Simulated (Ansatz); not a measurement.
Consider TiAl (space group P4/mmm, No. 123; a = 2.796 Å, c = 4.038 Å; relaxed with 0.1 eV smearing).

The values are results of PBEsol (Ansatz, an electronic-structure program, PAW, scalar-relativistic without spin-orbit coupling), not measurements.

For the base:

Pressure: 0.0 GPa

One thing is altered: every lattice vector is shortened by 2.50 %; the atoms relax in the strained cell.

Question: What happens to the pressure?

Answer: The pressure (mean of the normal stresses, compression positive) goes from zero to 10.5 GPa.

Question: Predict the new energy relative to the base.

Answer: The energy grows by 36 meV/atom.

No phonon test of stability was made. The final runs are not spin-polarised.
